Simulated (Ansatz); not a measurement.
Base system: a 16-atom supercell of HfC in the rock salt structure (space group Fm-3m, No. 225; a = 4.641 Å) at its relaxed geometry.

The values are results of r2SCAN (Ansatz, a first-principles code; PAW; 500 eV plane waves; no SOC), not measurements.

Before the change:

The mean distance from the defect site to its nearest host atoms is 2.32 Å.

Now apply this change: one C atom is removed, atoms relaxed at fixed cell, starting from a slightly rattled geometry.

### Question
Predict the new largest displacement of a host atom from its site in the perfect cell.

### Answer
The largest displacement of a host atom from its site in the perfect cell amounts to 0.05 Å.

### Question
What does the calculation give for the mean distance from the defect site to its nearest host atoms after the change?

### Answer
The mean distance from the defect site to its nearest host atoms grows by 0.05 Å (2.32 Å → 2.37 Å).

The cell is small, so the values are those of an ordered compound at a high defect concentration; dilute-limit values will differ. The final runs are not spin-polarised. The defect cell is not spin-polarised.
